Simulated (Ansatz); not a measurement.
Consider this model of amorphous silicon oxynitride (Si₅₄O₄₈N₄₀).

```
CELL_PARAMETERS angstrom
     11.97088     0.11667    -0.07072
      0.11674    12.00725    -0.23572
     -0.07071    -0.23579    11.94840
ATOMIC_POSITIONS crystal
  Si 0.63649 0.27032 0.43116
  Si 0.65893 0.02407 0.51938
  Si 0.92049 0.36897 0.69380
  Si 0.02081 0.12667 0.12098
  Si 0.69340 0.86885 0.97640
  Si 0.56343 0.79792 0.36990
  Si 0.25840 0.18920 0.70659
  Si 0.90832 0.47939 0.93768
  Si 0.83521 0.70842 0.50412
  Si 0.17328 0.64044 0.48449
  Si 0.44511 0.91800 0.98942
  Si 0.39352 0.35951 0.45783
  Si 0.82916 0.20409 0.78716
  Si 0.43228 0.61123 0.42141
  Si 0.19543 0.95411 0.04517
  Si 0.85912 0.68490 0.06668
  Si 0.13757 0.38759 0.51593
  Si 0.00887 0.24542 0.92304
  Si 0.64193 0.92767 0.72261
  Si 0.12248 0.59137 0.24213
  Si 0.28061 0.96976 0.81386
  Si 0.38264 0.58003 0.17701
  Si 0.66414 0.26056 0.17036
  Si 0.75174 0.63955 0.28928
  Si 0.07903 0.45387 0.05088
  Si 0.80386 0.03181 0.16312
  Si 0.52071 0.68002 0.99533
  Si 0.34440 0.39231 0.03605
  Si 0.06791 0.85395 0.91383
  Si 0.99057 0.55698 0.60696
  Si 0.35578 0.15773 0.31387
  Si 0.52364 0.53886 0.76539
  Si 0.28743 0.82978 0.60606
  Si 0.03723 0.17576 0.58062
  Si 0.01229 0.37190 0.27659
  Si 0.45124 0.77671 0.77604
  Si 0.82438 0.45416 0.45074
  Si 0.26723 0.22155 0.90342
  Si 0.45151 0.15997 0.07213
  Si 0.87406 0.02351 0.93371
  Si 0.87288 0.00317 0.67141
  Si 0.70258 0.50141 0.09394
  Si 0.72262 0.38204 0.80581
  Si 0.03275 0.78406 0.67010
  Si 0.59799 0.70857 0.59833
  Si 0.33670 0.85860 0.21232
  Si 0.44362 0.94880 0.42470
  Si 0.09496 0.60108 0.83678
  Si 0.11147 0.20812 0.33925
  Si 0.46029 0.15931 0.54360
  Si 0.86671 0.83414 0.28705
  Si 0.16429 0.02501 0.42411
  Si 0.09507 0.81408 0.19105
  Si 0.31228 0.44827 0.80496
  O  0.57413 0.59011 0.65072
  O  0.02212 0.53761 0.73738
  O  0.44439 0.48094 0.44313
  O  0.36188 0.29335 0.33804
  O  0.69441 0.89526 0.84316
  O  0.41401 0.45032 0.13995
  O  0.76312 0.75442 0.99553
  O  0.99667 0.86453 0.27389
  O  0.45160 0.62247 0.28693
  O  0.77876 0.93661 0.25451
  O  0.61531 0.28508 0.29646
  O  0.89412 0.39852 0.34188
  O  0.27639 0.36868 0.53097
  O  0.14070 0.21929 0.94821
  O  0.73667 0.26152 0.87327
  O  0.38213 0.45275 0.92465
  O  0.14205 0.13416 0.66003
  O  0.71047 0.36605 0.10242
  O  0.34391 0.17685 0.60539
  O  0.36089 0.88646 0.51233
  O  0.21042 0.42101 0.04280
  O  0.71877 0.37225 0.46690
  O  0.69700 0.53255 0.22840
  O  0.41107 0.12228 0.19439
  O  0.60040 0.57868 0.04096
  O  0.93846 0.04107 0.17960
  O  0.10199 0.64391 0.36887
  O  0.94264 0.90683 0.90042
  O  0.92056 0.10892 0.60623
  O  0.75140 0.15639 0.18681
  O  0.40305 0.48707 0.71563
  O  0.97537 0.90678 0.66759
  O  0.07226 0.68297 0.16191
  O  0.65621 0.74054 0.29245
  O  0.14763 0.06778 0.10963
  O  0.22120 0.55308 0.81936
  O  0.23843 0.92811 0.68822
  O  0.73143 0.72973 0.58736
  O  0.25521 0.57828 0.21934
  O  0.84797 0.81295 0.42118
  O  0.15968 0.76259 0.57337
  O  0.48152 0.04852 0.99544
  O  0.56484 0.22626 0.08557
  O  0.68773 0.14085 0.45436
  O  0.35287 0.73944 0.68197
  O  0.30567 0.64997 0.46364
  O  0.78905 0.29298 0.68178
  O  0.40757 0.67005 0.07978
  N  0.30168 0.10958 0.81717
  N  0.26382 0.31304 0.78949
  N  0.44756 0.86294 0.30202
  N  0.95454 0.69403 0.58852
  N  0.49190 0.66181 0.85324
  N  0.51031 0.28426 0.50555
  N  0.60371 0.44270 0.81969
  N  0.74487 0.96252 0.61875
  N  0.95226 0.13362 0.99085
  N  0.03449 0.23763 0.21705
  N  0.55503 0.07797 0.61311
  N  0.22232 0.11665 0.32406
  N  0.58689 0.92092 0.44646
  N  0.03544 0.55732 0.95581
  N  0.11492 0.34844 0.37817
  N  0.21408 0.84030 0.26236
  N  0.42727 0.08787 0.41805
  N  0.96185 0.25589 0.78970
  N  0.05889 0.13102 0.44452
  N  0.55718 0.81609 0.68832
  N  0.09717 0.85277 0.05565
  N  0.39574 0.88772 0.85533
  N  0.88550 0.46827 0.58146
  N  0.76949 0.98443 0.02813
  N  0.07459 0.74532 0.80530
  N  0.55708 0.82673 0.01531
  N  0.17445 0.94890 0.90148
  N  0.05271 0.47655 0.19360
  N  0.82326 0.54587 0.03592
  N  0.97857 0.36568 0.99843
  N  0.04082 0.31966 0.59906
  N  0.84481 0.71013 0.21119
  N  0.52945 0.70233 0.47012
  N  0.84911 0.45122 0.80998
  N  0.35548 0.25011 0.01441
  N  0.80347 0.59470 0.41637
  N  0.11930 0.52933 0.54613
  N  0.83723 0.06361 0.80044
  N  0.55150 0.04517 0.72144
  N  0.33390 0.91405 0.08268
```

Methods: PBE, scalar-relativistic without spin-orbit coupling (Ansatz, a program for electronic structure); r2SCAN, scalar-relativistic without spin-orbit coupling (Ansatz). Neutral PBE cell, which sets geometry, pressure and energy: sampling: a 2×2×2 Γ-centred mesh; Fermi-Dirac width 0.01 eV; collinear spin, started from moments on atoms. In the spin-polarised cell the level spacing at the Fermi energy can part levels of unlike spin.

The cell was made by melting and quenching with the CHGNet potential and then relaxed with DFT. O and N atoms were pushed apart under 1.9 Å during the dynamics, to hinder bonds among them. The hot cell started wider than the set density and was brought back towards it in steps. It is the lowest in DFT energy of 4 quenches. It is a model cell: composition and starting density were chosen by hand, and all elements were melted together. No dispersion term was used. A short ab initio anneal came between quench and relaxation. Its density started from a set value of 2.75 and ended at 2.75 g/cm³. The simulated quench (nominally 300 K/ps over its main leg) is rapid and tends to freeze in more defects than a deposited or slowly cooled glass has. Values belong to this one cell and scatter from quench to quench. The volume was held where the preparation left it and the shape relaxed.

**Question.** Give the pressure and the spacing of the highest filled and lowest empty levels.

**Answer.** 
```json
{
  "Pressure on a 2×2×2 Γ-centred mesh": "3.44 GPa",
  "Largest force and stress component on that mesh (the relaxation ran on the zone centre alone)": "0.03 eV/Å and 3.4 GPa",
  "Level spacing at the Fermi energy on a 2×2×2 Γ-centred mesh (PBE)": "1.06 eV",
  "Level spacing at the Fermi energy at the zone centre (PBE)": "1.11 eV",
  "Level spacing at the Fermi energy at the zone centre (r2SCAN)": "1.83 eV",
  "Distance between the nearest levels spread over more than a fifth of the atoms or a third of the atoms of their main element (six at least) (PBE, zone centre)": "4.01 eV",
  "net_moment": "2.00 μB"
}
```

**Question.** At PBE and the zone centre, how localised are the states just below and above the Fermi level (participation number: the atoms over which a state spreads)?

**Answer.** The highest filled state is spread over 3.7 atoms' worth, largest on Si16, with weights by element (charge in smoothed Voronoi cells) Si 0.57, N 0.24, O 0.18. The lowest empty state is spread over 2.9 atoms' worth, largest on N141, with weights by element (charge in smoothed Voronoi cells) N 0.85, Si 0.11, O 0.03.

At PBE the levels at both edges of the gap are localised (band-tail or defect states), and the nearest spread-out levels lie 4.0 eV apart at the zone centre.

Neighbours within Si-Si 2.60 Å, Si-O 2.08 Å, Si-N 2.06 Å, O-O 1.58 Å, O-N 1.64 Å, N-N 1.70 Å count as bonded. Two cations that share two anions don't count as bonded, nor two that share one unless they lie closer than Si-Si 2.38 Å.

A PBE run started with 1 μB on atoms that lack a bond or may hold spare charge kept moments and lay lower, so the cell was relaxed again with them.
